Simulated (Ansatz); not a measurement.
# A computed series for InSb: element substitutions

Start from InSb in the zinc blende structure (space group F-43m, No. 216).

```
CELL_PARAMETERS angstrom
      0.00000     3.27796     3.27796
      3.27796     0.00000     3.27796
      3.27796     3.27796     0.00000
ATOMIC_POSITIONS crystal
  Sb 0.75000 0.75000 0.75000
  In 0.00000 0.00000 0.00000
```

Each row replaces one element on all its sites; cell and atoms are relaxed.

Computed with r2SCAN/PAW in Ansatz (a program for electronic structure), without spin-orbit coupling.

Question: Only one of these has no band gap. Which?
A. Sb → Nb
B. In → Ga
C. Sb → P

Answer: A, Sb → Nb. Computed: In → Ga: 0.41 eV; Sb → P: 1.03 eV; Sb → Nb: zero

With Sb present, leaving out spin-orbit coupling can change the band edges. Stability against distortions was not tested. As relaxed here, NbIn is a hypothetical phase, not in the database extracts checked. The final runs are not spin-polarised. NbIn has a high density of states at the Fermi level and may be magnetic at this level. Gaps under 0.05 eV, about the width of the smearing, are given as zero. The zero or small gap of InSb can change with the level of theory.
